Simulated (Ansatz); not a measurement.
## Bulk modulus of HfRh3 (model structure, started from the D022 type, I4/mmm, No. 139, 4 atoms in the cell) at several levels of theory

No measured value is used here.

| level (code) | value (GPa) | cell (Å³/atom) |
|---|---|---|
| LDA (Ansatz) | 256 | 14.55 |
| PBEsol (Ansatz) | 238 | 14.90 |
| r²SCAN (Ansatz) | 231 | 15.15 |

The crystal itself was run without spin with LDA, PBEsol, r²SCAN; a magnetic state was not tried in these runs. Density-functional levels without +SOC have no spin–orbit coupling. LDA, PBEsol, r²SCAN: the run has no spin polarisation, so it can have missed a magnetic state. LDA, PBEsol, r²SCAN: the bulk modulus is −V dP/dV from two relaxed cells at ±2 % in volume. Each level is taken at its own relaxed cell. Cutoffs differ between the levels. Ansatz's density-functional and Hartree–Fock values are scalar-relativistic unless marked +SOC, with PAW data made under PBE.

A model structure was made by putting elements into a prototype or built by hand; it is no filed structure, need not be a known phase, and can be a saddle point held by its symmetry.

Ansatz is a program for electronic structure.
